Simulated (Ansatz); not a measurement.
# What biaxial strain −0.34 %, plane normal [001], relaxed out of plane does to Ru

Base system: Ru in the hcp (Mg type) structure (space group P6_3/mmc, No. 194; a = 2.722 Å, c = 4.294 Å; relaxed with 0.1 eV smearing). Axes: x lies along a and z along c of the hexagonal cell.

Modification: compressive biaxial strain of 0.34 % in the plane normal to [001], as in epitaxy on a mismatched substrate; the out-of-plane cell vector and the atoms relax.

Level of theory: PBE in Ansatz (plane waves to 420 eV, PAW, no SOC), earlier PAW set. Γ-centred 24×24×14 mesh, Fermi–Dirac width 0.1 eV.

```json
[
 {"quantity": "space group", "base": "P6_3/mmc (No. 194)", "changed": "P6_3/mmc (No. 194)", "shift": "–"},
 {"quantity": "shortest interatomic distance", "base": "2.661 Å", "changed": "2.661 Å", "shift": "0.000 Å"},
 {"quantity": "pressure (mean of the normal stresses, compression positive)", "base": "0.0 GPa", "changed": "1.5 GPa", "shift": "+1.5 GPa"},
 {"quantity": "band gap", "base": "zero", "changed": "zero", "shift": "–"},
 {"quantity": "out-of-plane strain", "base": "–", "changed": "+0.18 %", "shift": "–"},
 {"quantity": "mean in-plane stress (compression positive)", "base": "–", "changed": "+2.3 GPa", "shift": "–"}
]
```

Whether these cells are dynamically stable was not tested. All final runs are without spin polarisation.

Ansatz is an electronic-structure program.
